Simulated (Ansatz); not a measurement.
Ansatz (a program for electronic structure) run on W₃N₄ (Pm-3m, 7 atoms in the cell): self-consistent single point.

Method: PBEsol, PAW files made with PBE (plane waves; Ansatz).

```
CELL_PARAMETERS angstrom
      4.20112     0.00000     0.00000
      0.00000     4.20112     0.00000
      0.00000     0.00000     4.20112
ATOMIC_POSITIONS crystal
  W  0.00000 0.50000 0.50000
  W  0.50000 0.00000 0.50000
  W  0.50000 0.50000 0.00000
  N  0.50000 0.50000 0.50000
  N  0.00000 0.50000 0.00000
  N  0.50000 0.00000 0.00000
  N  0.00000 0.00000 0.50000
```

Reference input (self-consistent single point, DFT, LDA (PW92), plane waves, PAW files made with PBE): kpoints.mp_grid.grid = 9 9 9; hamiltonian.xc = lda; hamiltonian.pseudopotentials = {kind: paw} (the program's default PAW files); scf.occupations.method = gaussian; scf.occupations.width = 0.0073 Ry. This run's input differs from it in these lines:

Ansatz 0.2 input:
```diff
@@ -17,3 +17,3 @@
 hamiltonian:
-  xc: lda
+  xc: pbesol
   pseudopotentials:
```

Output, abridged:

```
SCF iter   1: F=—  HF=-32291.263014 eV  |F-HF|=—  |Δ(HF+E_count)|=         —  Δρ=1.18e-1  dr2=1.26e1  ethr=3.10e-3  ⟨swp⟩=6.0  Hψ=5447  notcnv=0
all-band conjugate gradients solve this SCF's bands
preconditioner: auto → Kerker (q_TF=auto, 2.648 Å⁻¹)
SCF iter   2: F=—  HF=-32288.848821 eV  |F-HF|=—  |Δ(HF+E_count)|=    2.41e0  Δρ=5.33e-2  dr2=2.46e0  ethr=3.10e-3  ⟨swp⟩=2.7  Hψ=2499  notcnv=0  defer=33
   [... lines left out ...]
SCF iter   6: F=—  HF=-32288.264569 eV  |F-HF|=—  |Δ(HF+E_count)|=   2.40e-4  Δρ=2.95e-4  dr2=1.24e-4  ethr=3.33e-6  ⟨swp⟩=2.0  Hψ=1809  notcnv=0  defer=39
SCF iter   7: F=—  HF=-32288.264609 eV  |F-HF|=—  |Δ(HF+E_count)|=   4.05e-5  Δρ=6.21e-5  dr2=3.82e-6  ethr=2.01e-7  ⟨swp⟩=2.0  Hψ=1908  notcnv=0  defer=39
SCF iter   8: F=—  HF=-32288.264903 eV  |F-HF|=—  |Δ(HF+E_count)|=   2.94e-4  Δρ=1.96e-5  dr2=2.18e-7  ethr=6.17e-9  ⟨swp⟩=2.1  Hψ=2223  notcnv=0  defer=39
SCF iter   9: F=-32288.264903 eV  HF=-32288.264903 eV  |F-HF|=2.84e-9  |Δ(HF+E_count)|=   2.87e-8  Δρ=2.48e-6  dr2=4.68e-9  ethr=1.61e-10  ⟨swp⟩=11.1  Hψ=5522  notcnv=0
SCF 1 converged in 9 iterations: F = -32288.264903 eV  dr2 = 4.68e-9
Free energy (F): -32288.264903 eV
Internal energy: -32288.251699 eV  (E = F + TS)
E sigma→0 (E₀):  -32288.258301 eV
Entropy (-TS):   -0.013204 eV (-1.886 meV/atom)
Fermi energy:    18.673433 eV
--- Forces (eV/Å), atoms counted from 1 ---
  atom   1  W      0.00000000     0.00000000    -0.00000000
   [... zero for the other atoms too ...]
--- Stress (GPa, compression-positive) ---
       -5.664572       0.000000       0.000000
        0.000000      -5.664572       0.000000
        0.000000       0.000000      -5.664572
  P = ⅓ Tr σ = -5.6646 GPa (-56.646 kbar)
  The stress holds the Pulay correction. Without it, at fixed plane waves, as pw.x and ABINIT print it: P = -6.0126 GPa
```

The run converged in 9 iterations. Against the reference run the pressure goes from -11.79 to -5.66 GPa.

The starting cell comes from a database of computed structures (which also holds hypothetical and non-ambient phases and stackings), without a prior relaxation at this level. Its lattice was rescaled by a random factor within 2.5 % of one. Spin polarisation is off. With a pressure of about -6 GPa the cell is away from its equilibrium volume at this level. Ansatz's pressure includes its estimate of the finite-basis (Pulay) stress.
